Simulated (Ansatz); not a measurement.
Given:

```
CELL_PARAMETERS angstrom
      0.00000     3.17646     3.21258
      3.17646     0.00000     3.21258
      3.17646     3.17646     0.00000
ATOMIC_POSITIONS crystal
  Mg 0.75000 0.75000 0.75000
  Mg 0.25000 0.25000 0.25000
  Ge 0.00000 0.00000 0.00000
```

Calculation: PBEsol with spin-orbit coupling, rigid bands (plane waves, PAW; Ansatz, a first-principles code). Condition of this run: uniaxial stress zz = -1 GPa (compression positive) (the target of the relaxation). Geometry: cell and atoms relaxed with PBEsol, then loaded as said.

Question: Is this a good metal at this level?

Answer: No. No gap is resolved, and few carriers conduct, as in a semimetal or a zero-gap semiconductor. N(E_F) = 0.037 states/eV a cell at 300 K and the Drude plasma energy along the best axis is 0.28 eV, several times under that of a simple or noble metal.
